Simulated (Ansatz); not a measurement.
Worked example: self-consistent single point of MoCl6 (P31m, 7 atoms in the cell) in Ansatz (a program for electronic structure).

Method: LDA (PW92), harder PAW files (source: ansatz) made with PBE (plane waves; Ansatz).

```xyz
7
Lattice="6.1550 0.0000 0.0000 -3.0775 5.3304 0.0000 0.0000 0.0000 5.6489" Properties=species:S:1:pos:R:3 pbc="T T T"
Mo     0.0000     0.0000     2.8745
Cl     0.9344     1.6183     1.5043
Cl     2.1431     3.7120     4.1447
Cl     4.2863     0.0000     1.5043
Cl     1.8687     0.0000     4.1447
Cl    -2.1431     3.7120     1.5043
Cl    -0.9344     1.6183     4.1447
```

Reference input (self-consistent single point, DFT, LDA (PW92), plane waves, default PAW files made with PBE): basis.ecutwfc = 420 eV; kpoints.mp_grid.grid = 4 4 4; hamiltonian.xc = lda; hamiltonian.pseudopotentials = {kind: paw} (the program's default PAW files); scf.occupations.method = fixed. This run's input differs from it in these lines:

Ansatz 0.2 input:
```diff
@@ -15,3 +15,3 @@
 basis:
-  ecutwfc: 420.0
+  ecutwfc: 1320.0
 kpoints:
@@ -20,3 +20,3 @@
   xc: lda
-  pseudopotentials: { kind: paw }
+  pseudopotentials: { kind: paw, source: ansatz }
 scf:
```

The program printed (abridged):

```
SCF iter   1: F=—  HF=-11113.531861 eV  |F-HF|=—  |Δ(HF+E_count)|=         —  Δρ=5.01e-2  dr2=4.75e0  ethr=3.10e-3  ⟨swp⟩=5.5  Hψ=2018  notcnv=0  defer=59
all-band conjugate gradients solve this SCF's bands
preconditioner: auto → Resta (q_TF=auto, 2.235 Å⁻¹)
SCF iter   2: F=—  HF=-11112.579594 eV  |F-HF|=—  |Δ(HF+E_count)|=   9.52e-1  Δρ=2.97e-2  dr2=1.15e0  ethr=3.10e-3  ⟨swp⟩=3.1  Hψ=822  notcnv=0  defer=52
   [... lines left out ...]
SCF iter   7: F=—  HF=-11112.264306 eV  |F-HF|=—  |Δ(HF+E_count)|=   3.66e-5  Δρ=2.18e-4  dr2=1.66e-4  ethr=8.77e-7  ⟨swp⟩=2.2  Hψ=639  notcnv=0  defer=62
SCF iter   8: F=—  HF=-11112.264278 eV  |F-HF|=—  |Δ(HF+E_count)|=   2.85e-5  Δρ=7.02e-5  dr2=1.50e-5  ethr=2.97e-7  ⟨swp⟩=1.0  Hψ=429  notcnv=0  defer=45
SCF iter   9: F=—  HF=-11112.264533 eV  |F-HF|=—  |Δ(HF+E_count)|=   2.55e-4  Δρ=8.73e-6  dr2=2.04e-7  ethr=2.67e-8  ⟨swp⟩=2.8  Hψ=741  notcnv=0  defer=26
SCF iter  10: F=-11112.264533 eV  HF=-11112.264533 eV  |F-HF|=7.59e-9  |Δ(HF+E_count)|=   1.59e-8  Δρ=3.29e-6  dr2=2.65e-8  ethr=1.79e-10  ⟨swp⟩=17.2  Hψ=2976  notcnv=0
SCF 1 converged in 10 iterations: F = -11112.264533 eV  dr2 = 2.65e-8
Free energy (F): -11112.264533 eV
Internal energy: -11112.264533 eV  (E = F + TS)
E sigma→0 (E₀):  -11112.264533 eV
Fermi energy:    1.721727 eV
--- Forces (eV/Å), atoms counted from 1 ---
  atom   1  Mo    -0.00000000    -0.00000000    -0.83959074
  atom   2  Cl    -0.12148798    -0.21042336     0.17221851
  atom   3  Cl    -0.03069577    -0.05316664     0.10765012
  atom   4  Cl     0.24297596    -0.00000000     0.17221851
  atom   5  Cl     0.06139154     0.00000000     0.10765012
  atom   6  Cl    -0.12148798     0.21042336     0.17221851
  atom   7  Cl    -0.03069577     0.05316664     0.10765012
--- Stress (GPa, compression-positive) ---
       -1.914848       0.000000       0.000000
        0.000000      -1.914848       0.000000
        0.000000      -0.000000      -2.173256
  P = ⅓ Tr σ = -2.0010 GPa (-20.010 kbar)
  The stress holds the Pulay correction. Without it, at fixed plane waves, as pw.x and ABINIT print it: P = -2.0014 GPa
```

The run converged in 10 iterations. Against the reference run the pressure hardly changes (-2.01 to -2.00 GPa), the largest force hardly changes (0.837 to 0.840 eV/Å) and the gap on the mesh hardly changes (0.993 to 0.994 eV).

The starting cell comes from a database of computed structures (which also holds hypothetical and non-ambient phases and stackings), without a prior relaxation at this level. Its lattice was rescaled by up to half a per cent. One atom was moved a little off its site on purpose. Ansatz's pressure includes its estimate of the finite-basis (Pulay) stress.

Cost on one core of a shared machine: roughly 40 s.
